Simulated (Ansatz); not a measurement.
Structure of amorphous Hf18O39Ga2 (periodic cell):

```xyz
59
Lattice="9.1205 0.0000 0.0000 0.0000 9.1205 0.0000 0.0000 0.0000 9.1205" Properties=species:S:1:pos:R:3 pbc="T T T"
Hf     7.2042     6.3132     7.2710
Hf     4.9973     5.4881     2.4627
Hf     6.2397     0.6799     7.8240
Hf     0.9125     5.6231     0.8432
Hf     3.4777     7.3100     8.4026
Hf     0.2346     7.4931     4.1479
Hf     8.6571     3.3927     7.9794
Hf     3.5680     1.7740     6.6658
Hf     4.6370     7.7560     5.4167
Hf     7.5486     8.1899     1.4315
Hf     8.0725     3.2579     2.5492
Hf     7.3496     1.0397     4.8253
Hf     1.9025     1.2992     3.9900
Hf     2.3752     4.8236     5.6307
Hf     0.3142     8.7621     7.4742
Hf     5.0742     1.9762     1.5409
Hf     5.9354     3.9874     5.1550
Hf     1.6540     1.4180     0.7726
O      3.1998     8.8786     0.7144
O      1.7582     8.5046     3.2533
O      6.2513     1.8033     3.1335
O      6.4242     8.6804     5.9307
O      3.9459     3.9076     6.8604
O      0.0507     7.0323     1.9677
O      7.8580     2.9938     4.7433
O      3.0227     6.1839     1.2134
O      6.7608     4.1577     7.2126
O      0.3815     4.5212     2.3382
O      8.4438     5.3893     8.7061
O      0.3674     0.3180     5.2210
O      6.6106     4.6041     3.2496
O      0.7813     4.3057     6.7150
O      7.4254     2.9149     0.6733
O      8.0628     1.4264     7.1967
O      1.9271     1.0041     7.7371
O      6.0937     0.4026     0.7614
O      2.3535     2.7314     5.2778
O      4.4234     8.8211     7.3951
O      3.1649     1.7701     2.3126
O      4.8043     3.9895     1.0726
O      3.4829     0.3838     5.0917
O      4.1855     4.5382     4.1792
O      6.2508     6.7669     1.6090
O      1.4429     5.9593     4.3334
O      0.4851     1.8023     2.5986
O      3.2551     6.6455     6.3964
O      5.2026     6.1400     8.2962
O      1.1838     3.2732     0.1143
O      5.6149     1.9777     5.9327
O      8.7384     7.1624     6.1764
O      0.1020     0.2568     0.3860
O      6.0240     6.0548     5.5955
O      7.6794     8.6292     3.4285
O      1.4421     7.2125     8.3502
O      4.3568     7.3073     3.4543
O      7.4717     8.0642     8.3133
O      4.7990     2.1015     8.4794
Ga     3.0798     7.8273     2.2280
Ga     5.1114     4.1976     8.3186
```

Method: PBE, scalar-relativistic without spin-orbit coupling (plane waves to 420 eV, PAW; Ansatz, a quantum-chemistry and plane-wave program).

It comes from a melt-quench run on a machine-learned potential (CHGNet), relaxed afterwards by DFT. O atoms were pushed apart under 1.9 Å during the dynamics, to hinder bonds among them. The hot cell started wider than the set density and was brought back towards it in steps. It is the lowest in DFT energy of 2 quenches. It is a model cell: composition and starting density were chosen by hand, and all elements were melted together. No dispersion term was used. Its density started from a set value of 8.70 and ended at 8.70 g/cm³. The quench (nominally 300 K/ps over its main leg) was far faster than any real one, so the model tends to hold more defects than a real film. Values belong to this one cell and scatter from quench to quench. The volume was held where the preparation left it, at a PBE pressure of -0.4 GPa (tension). Stress components on the final sampling reach 2.2 GPa.

Cut-offs for bonds: Hf-Hf 3.34 Å, Hf-O 2.72 Å, Hf-Ga 3.01 Å, O-O 1.58 Å, O-Ga 2.26 Å, Ga-Ga 2.68 Å. Two cations that share two anions don't count as bonded, nor two that share one unless they lie closer than Hf-Hf 3.25 Å, Hf-Ga 2.93 Å, Ga-Ga 2.61 Å.

Problem. Give the coordination numbers, mean bond lengths and angles.

Solution. 
```yaml
Mean coordination of Hf by anions: 6.28 (13 with 6, 5 with 7)
Mean coordination of O: 3.13 (4 with 2, 26 with 3, 9 with 4)
Mean coordination of Ga by anions: 4.50 (1 with 4, 1 with 5)
Mean Hf-O bond: 2.150 Å (spread 0.134 Å, 113 counted)
Mean O-Ga bond: 1.921 Å (spread 0.090 Å, 9 counted)
Bond angle at Hf: mean 102.7°, spread 29.5°
Bond angle at O: mean 114.9°, spread 18.1°
Bond angle at Ga: mean 108.2°, spread 23.9°
```

Problem. List the pairs of like atoms that count as bonded by the rules above.

Solution. There are none by these rules.

Problem. What Bader charges do the atoms carry, from a run on the zone centre alone?

Solution. Means (range): Hf +2.62 e (+2.58 to +2.65), O -1.30 e (-1.35 to -1.21), Ga +1.86 e (+1.83 to +1.88).
```csv
atom,charge (e)
Hf1,+2.63
Hf2,+2.62
Hf3,+2.61
Hf4,+2.60
Hf5,+2.60
Hf6,+2.62
Hf7,+2.62
Hf8,+2.61
Hf9,+2.63
Hf10,+2.64
Hf11,+2.58
Hf12,+2.60
Hf13,+2.63
Hf14,+2.65
Hf15,+2.63
Hf16,+2.61
Hf17,+2.61
Hf18,+2.59
O19,-1.29
O20,-1.28
O21,-1.32
O22,-1.31
O23,-1.31
O24,-1.28
O25,-1.29
O26,-1.35
O27,-1.33
O28,-1.21
O29,-1.29
O30,-1.34
O31,-1.29
O32,-1.24
O33,-1.33
O34,-1.35
O35,-1.33
O36,-1.30
O37,-1.29
O38,-1.32
O39,-1.32
O40,-1.28
O41,-1.31
O42,-1.32
O43,-1.23
O44,-1.24
O45,-1.33
O46,-1.30
O47,-1.30
O48,-1.31
O49,-1.33
O50,-1.30
O51,-1.27
O52,-1.31
O53,-1.31
O54,-1.31
O55,-1.29
O56,-1.33
O57,-1.33
Ga58,+1.83
Ga59,+1.88
```
